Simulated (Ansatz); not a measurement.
**Carrier doping in hypothetical P4_2/mnm BAs**

The parent structure is BAs (space group P4_2/mnm, No. 136; a = 5.889 Å, c = 3.389 Å; a hypothetical phase, not in the database extracts checked).

Carriers are added at fixed cell with a uniform background; the Fermi–Dirac width is that of 300 K.

Computed with Ansatz (a program for electronic structure) PBE, no SOC.

Candidates:
(a) electrons 5.0×10^21 cm⁻³
(b) electrons 3.0×10^21 cm⁻³
(c) holes 7.0×10^21 cm⁻³
(d) electrons 2.0×10^21 cm⁻³
(e) electrons 7.0×10^21 cm⁻³

Base values:

```
Property                        Value
----------------------------  -------
Gap between the host's bands  0.80 eV
```

Problem. Order them by gap between the host's bands, highest first.

Solution. (c) holes 7.0×10^21 cm⁻³ (0.98 eV), (d) electrons 2.0×10^21 cm⁻³ (0.75 eV), (b) electrons 3.0×10^21 cm⁻³ (0.72 eV), (a) electrons 5.0×10^21 cm⁻³ (0.69 eV), (e) electrons 7.0×10^21 cm⁻³ (0.66 eV)

Charged cell with a jellium background: band edges are those of the host's band count, energies are not comparable with the neutral cell, and many-body gap narrowing is missing. Stability against distortions was not tested.
